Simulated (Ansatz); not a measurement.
Input:

End structure of H2O on the 1x1 (111) surface of fcc Cu, one in a 2x2 cell, started at the site 'top Cu':

```yaml
crystal:
  lattice:
    - [5.13360, 0.00000, 0.00000]
    - [-2.56680, 4.44582, 0.00000]
    - [0.00000, 0.00000, 25.50000]
  atoms:
    - { symbol: Cu, position: [0.16667, 0.33333, 0.37817] }
    - { symbol: Cu, position: [0.16667, 0.83333, 0.37817] }
    - { symbol: Cu, position: [0.66667, 0.33333, 0.37817] }
    - { symbol: Cu, position: [0.66667, 0.83333, 0.37817] }
    - { symbol: Cu, position: [0.33333, 0.16667, 0.45940] }
    - { symbol: Cu, position: [0.33333, 0.66667, 0.45940] }
    - { symbol: Cu, position: [0.83333, 0.16667, 0.45940] }
    - { symbol: Cu, position: [0.83333, 0.66667, 0.45940] }
    - { symbol: Cu, position: [0.00069, 0.00215, 0.54077] }
    - { symbol: Cu, position: [0.00055, 0.49871, 0.54081] }
    - { symbol: Cu, position: [0.49960, 0.00004, 0.54010] }
    - { symbol: Cu, position: [0.49744, 0.49887, 0.54077] }
    - { symbol: Cu, position: [0.16468, 0.33322, 0.62472] }
    - { symbol: Cu, position: [0.16629, 0.83328, 0.62085] }
    - { symbol: Cu, position: [0.66551, 0.33279, 0.62095] }
    - { symbol: Cu, position: [0.66581, 0.83374, 0.62083] }
    - { symbol: O, position: [0.20276, 0.33334, 0.72322] }
    - { symbol: H, position: [0.40509, 0.50798, 0.72309] }
    - { symbol: H, position: [0.23806, 0.16345, 0.72292] }
```

Set-up: 19 atoms, 6.2 Å thick at the start under the adsorbate (thin: gaps and levels are the slab's own); mesh 6x6x1; 0.1 eV smearing; dipole correction on; 8 atoms held, the rest relaxed; no symmetry held; no spin, no spin-orbit, no U, no dispersion correction. At the end no host atom lies within bonding distance. In PBE it is, or lies within 0.03 eV of, the lowest of the starts that converged.

A negative adsorption energy means that the adsorbate is more stable on the surface than in its reference.

**Question.** Predict the work function of the top face from PBE (Ansatz, an electronic-structure program).

**Answer.** 4.18 eV

**Question.** Predict the adsorption energy against H2O(g) from PBE.

**Answer.** -0.15 eV

**Question.** What is the computed change of the step from the bottom to the top vacuum level, against the clean slab (PBE)?

**Answer.** -0.58 eV

**Question.** Give the change of the work function at the level PBE.

**Answer.** -0.59 eV
